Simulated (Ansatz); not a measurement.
CdS (P6_3mc) under hydrostatic pressure (compression positive): hole mass along x by r2SCAN with spin-orbit coupling, rigid bands (plane waves, PAW; Ansatz, a first-principles code). The unloaded cell, whose axes the loads refer to:

```yaml
crystal:
  lattice:
    - [4.12381, 0.00000, 0.00000]
    - [-2.06191, 3.57133, 0.00000]
    - [0.00000, 0.00000, 6.71000]
  atoms:
    - { symbol: Cd, position: [0.33333, 0.66667, 0.99925] }
    - { symbol: Cd, position: [0.66667, 0.33333, 0.49925] }
    - { symbol: S, position: [0.33333, 0.66667, 0.37575] }
    - { symbol: S, position: [0.66667, 0.33333, 0.87575] }
```

| hydrostatic pressure (compression positive) (GPa) | volume per atom (Å³) | hole mass along x (mₑ) |
|---|---|---|
| -2.4 | 25.80 | ? |
| -1.6 | 25.40 | 1.22 |
| -0.8 | 25.04 | 1.19 |
| 0 | 24.71 | 1.16 |
| 0.8 | 24.39 | 1.13 |
| 1.6 | 24.10 | 1.11 |
| 3.2 | 23.57 | 1.06 |
| 4.8 | 23.10 | 1.02 |

Q: Fit a straight line to ln(hole mass along x) against the load over the rows given, and predict the row at -2.4 GPa.

A: The means are x̄ = 1.143 GPa and ȳ = 0.1180; Σ(x − x̄)(y − ȳ) = -0.8549 and Σ(x − x̄)² = 30.54, so the slope is -2.80 % per GPa, and the rows given lie within 0.54 % of the line. At -2.4 GPa the line gives 1.24 mₑ; the calculation gives 1.26 mₑ, 1.4 % from it.

Masses are for dilute carriers at 300 K, harmonic means over directions unless an axis is named. Stresses and pressures are the targets of the relaxation. The structure type is held at every load. Geometry: cell and atoms relaxed with PBEsol.
